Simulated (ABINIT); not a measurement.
Worked example: self-consistent single point of SrAl₂ (P1, 6 atoms in the cell) in ABINIT.

Level of theory: LDA (PW92), PAW (JTH v2.0 LDA PAW) (plane waves; ABINIT).

The change in words: lattice scaled by 0.98. Reference geometry:
```
CELL_PARAMETERS angstrom
      0.00000     4.12875     4.12875
      4.12875     0.00000     4.12875
      4.12875     4.12875     0.00000
ATOMIC_POSITIONS crystal
  Sr 0.99459 0.98938 0.00871
  Sr 0.25824 0.25768 0.24565
  Al 0.62351 0.61752 0.62898
  Al 0.12190 0.62370 0.63453
  Al 0.62450 0.63207 0.11010
  Al 0.62726 0.12965 0.62204
```

Reference input (self-consistent single point, DFT, LDA (PW92), plane waves, PAW (JTH v2.0 LDA PAW)): pseudos = [Sr.LDA_PW-JTH.xml, Al.LDA_PW-JTH.xml]; ecut = 21 Ha; pawecutdg = 42 Ha; ixc = 7; occopt = 7; tsmear = 0.00367493 Ha; ngkpt = 4 4 4; nshiftk = 1; shiftk = 0 0 0; potentials = JTH v2.0 LDA PAW; nband = 22; kptopt = 1. This run's input differs from it in these lines:

```diff
@@ -3,3 +3,3 @@
 pseudos "Sr.LDA_PW-JTH.xml, Al.LDA_PW-JTH.xml"
-acell 5.8389271746 5.8389271746 5.8389271746 Angstrom
+acell 5.7221484897 5.7221484897 5.7221484897 Angstrom
 rprim
@@ -13,8 +13,8 @@
 xcart
-         4.1208508396    4.1423326998    8.1912938314
-         2.0780964484    2.0804126743    2.1300897342
-         5.1464723850    5.1712035676    5.1239129223
-         5.1949025639    3.1231107091    3.0783964007
-         3.0642348054    3.0330049782    5.1880571047
-         3.1035363291    5.1580328710    3.1250883780
+         4.0384337230    4.0594859455    8.0274677564
+         2.0365344691    2.0388043705    2.0874878879
+         5.0435428127    5.0677793710    5.0214345398
+         5.0910043868    3.0606484193    3.0168283982
+         3.0029500351    2.9723448052    5.0842958369
+         3.0414655273    5.0548720887    3.0625865347
       Angstrom
```

Log, with long lists cut:

```
--- !BeginCycle
solver: {iscf: 17, nstep: 100, nline: 4, wfoptalg: 10, }
tolerances: {tolvrs: 1.00E-11, }
...

     iter   Etot(hartree)      deltaE(h)  residm     nres2
 ETOT  1  -70.867149451247    -7.087E+01 6.383E-02 3.096E+00
 ETOT  2  -70.927511727630    -6.036E-02 3.942E-02 6.911E-01
 ETOT  3  -70.925560943907     1.951E-03 5.398E-03 1.494E-01
 ETOT  4  -70.925126950234     4.340E-04 1.551E-03 1.470E-03
 ETOT  5  -70.925124859651     2.091E-06 3.346E-04 5.948E-05
   [... 4 lines left out ...]
 ETOT 10  -70.925124725348     3.709E-12 2.558E-04 7.386E-10
 ETOT 11  -70.925124725349    -1.265E-12 2.120E-04 1.401E-10
 ETOT 12  -70.925124725348     1.009E-12 1.553E-04 9.955E-11
 ETOT 13  -70.925124725349    -5.684E-13 9.899E-05 7.148E-12
 At SCF step   13       nres2   =  7.15E-12 < tolvrs=  1.00E-11 =>converged.

 Cartesian components of stress tensor (hartree/bohr^3)
  sigma(1 1)= -7.26401996E-06  sigma(3 2)= -2.92412241E-06
  sigma(2 2)= -4.68127995E-06  sigma(3 1)= -8.06193442E-07
  sigma(3 3)= -9.66452208E-06  sigma(2 1)= -1.29837327E-05

 ----iterations are completed or convergence reached----

 reduced coordinates (array xred) for    6 atoms
       0.994584999975      0.989381999978      0.008706000007
       0.258238999999      0.257677999991      0.245646000001
       0.623511999987      0.617521999987      0.628975999992
       0.121901999999      0.623698999989      0.634528999989
       0.624502999982      0.632066999987      0.110104000002
       0.627258999989      0.129650999992      0.622038999990
 cartesian forces (eV/Angstrom) at end:
   [... lines left out ...]
 Fermi (or HOMO) energy (hartree) =   0.24881   Average Vxc (hartree)=  -0.35806
   [... lines left out ...]
'-kT*entropy'       : -8.00896121197685E-04
total_energy        : -7.09251249674567E+01
total_energy_eV     : -1.92997080080793E+03
...

-Cartesian components of stress tensor (GPa)         [Pressure=  2.1193E-01 GPa]
- sigma(1 1)= -2.13714810E-01  sigma(3 2)= -8.60306370E-02
- sigma(2 2)= -1.37727988E-01  sigma(3 1)= -2.37190260E-02
- sigma(3 3)= -2.84340008E-01  sigma(2 1)= -3.81994539E-01

 Calculation completed.
```

The run converged in 13 iterations. 

The starting cell comes from a database of computed structures (which also holds hypothetical and non-ambient phases and stackings), without a prior relaxation at this level. Its atoms were displaced at random from the sites of space group no. 227. For this run, on top of that: lattice scaled by 0.98.

These are the values that this program gave, and no reference: the one-centre exchange-correlation terms come from a truncated expansion.

Cost on one core of a shared machine: roughly 2 min.
